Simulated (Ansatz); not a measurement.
Ansatz (a quantum-chemistry and plane-wave program) run on ZrCu5 (F-43m, 6 atoms in the cell): zone-centre phonon calculation.

Method: LDA (PW92), default PAW files made with PBE (plane waves; Ansatz).

```yaml
crystal:
  lattice:
    - [0.00000, 3.42178, 3.42178]
    - [3.42178, 0.00000, 3.42178]
    - [3.42178, 3.42178, 0.00000]
  atoms:
    - { symbol: Zr, position: [0.00000, 0.00000, 0.00000] }
    - { symbol: Cu, position: [0.75000, 0.75000, 0.75000] }
    - { symbol: Cu, position: [0.37589, 0.87233, 0.37589] }
    - { symbol: Cu, position: [0.37589, 0.37589, 0.37589] }
    - { symbol: Cu, position: [0.87233, 0.37589, 0.37589] }
    - { symbol: Cu, position: [0.37589, 0.37589, 0.87233] }
```

Reference input (self-consistent single point, DFT, LDA (PW92), plane waves, default PAW files made with PBE): basis.ecutwfc = 420 eV; kpoints.mp_grid.grid = 8 8 8; hamiltonian.xc = lda; hamiltonian.pseudopotentials = {kind: paw} (the program's default PAW files); scf.occupations.method = fermi_dirac; scf.occupations.width = 0.1 eV. This run's input differs from it in these lines:

```diff
@@ -21,6 +21,4 @@
   occupations: { method: fermi_dirac, width: 0.1 eV }
-output:
-  forces: true
-  eigenvalues: true
-  stress: true
+phonons:
+  method: dfpt
```

The program printed (abridged):

```
SCF iter   1: F=—  HF=-36856.884340 eV  |F-HF|=—  |Δ(HF+E_count)|=         —  Δρ=1.62e-2  dr2=8.61e-2  ethr=1.77e-3  ⟨swp⟩=5.6  Hψ=29718  notcnv=0  defer=195
all-band conjugate gradients solve this SCF's bands
preconditioner: auto → Kerker (q_TF=auto, 2.863 Å⁻¹)
SCF iter   2: F=—  HF=-36856.860784 eV  |F-HF|=—  |Δ(HF+E_count)|=   2.36e-2  Δρ=3.06e-3  dr2=1.03e-2  ethr=8.05e-5  ⟨swp⟩=2.0  Hψ=16906  notcnv=0  defer=301
   [... lines left out ...]
SCF iter   8: F=—  HF=-36856.858209 eV  |F-HF|=—  |Δ(HF+E_count)|=   5.02e-8  Δρ=6.42e-6  dr2=4.84e-8  ethr=1.56e-10  ⟨swp⟩=2.6  Hψ=17178  notcnv=0  defer=301
SCF iter   9: F=—  HF=-36856.858209 eV  |F-HF|=—  |Δ(HF+E_count)|=   9.45e-9  Δρ=1.80e-6  dr2=4.35e-9  ethr=4.53e-11  ⟨swp⟩=2.1  Hψ=13843  notcnv=0  defer=301
SCF iter  10: F=—  HF=-36856.858209 eV  |F-HF|=—  |Δ(HF+E_count)|=  8.15e-10  Δρ=3.52e-7  dr2=1.53e-10  ethr=4.07e-12  ⟨swp⟩=2.0  Hψ=11991  notcnv=0  defer=301
SCF iter  11: F=-36856.858209 eV  HF=-36856.858209 eV  |F-HF|=7.28e-12  |Δ(HF+E_count)|=  2.91e-11  Δρ=6.87e-8  dr2=3.37e-12  ethr=1.00e-12  ⟨swp⟩=8.3  Hψ=47467  notcnv=0
SCF 1 converged in 11 iterations: F = -36856.858209 eV  dr2 = 3.37e-12
DFPT response loops at Γ: preconditioner auto → Kerker (q_TF=auto, 2.863 Å⁻¹) (partly filled bands, converged f_vac=0.000) …
the response loops of the zone centre start from zero, take more passes and end by a threshold …
Free energy (F): -36856.858209 eV
Internal energy: -36856.763972 eV  (E = F + TS)
E sigma→0 (E₀):  -36856.811091 eV
Entropy (-TS):   -0.094237 eV (-15.706 meV/atom)
Fermi energy:    16.292773 eV
   [... lines left out ...]
  ASR residual: 1.681e-3 → 0.000e0 eV/Å²; symmetrization residual: 3.924e-5 eV/Å²
  ASR residual per site (eV/Å²): 1.68e-3 5.83e-4 4.84e-4 4.84e-4 4.84e-4 4.84e-4
  Γ frequencies (cm⁻¹): 0.00 0.00 0.00 99.03 99.03 99.03 102.31 102.31 102.31 142.68 142.68 142.68 184.84 184.84 242.26 242.26 242.26 335.05
  non-analytic LO–TO correction: not included (Born effective charges unavailable; polar crystals: no LO–TO splitting at Γ)
```

The run converged in 11 iterations. 

Summary of the result:
| Quantity | Result |
|---|---|
| Free energy E − TS (on the zero of these files) | -36856.8582 eV |
| Fermi level (on the code's own zero) | 16.29 eV |
| Zone-centre frequencies (cm⁻¹; negative means imaginary) | 0, 0, 0, 99, 99, 99, 102, 102, 102, 143, 143, 143, 185, 185, 242, 242, 242, 335 |

The starting cell comes from a database of computed structures (which also holds hypothetical and non-ambient phases and stackings), without a prior relaxation at this level. Its lattice was rescaled by up to half a per cent. Spin polarisation is off.

Cost on one core of a shared machine: roughly 10 min.

Keys are those of Ansatz 0.2.
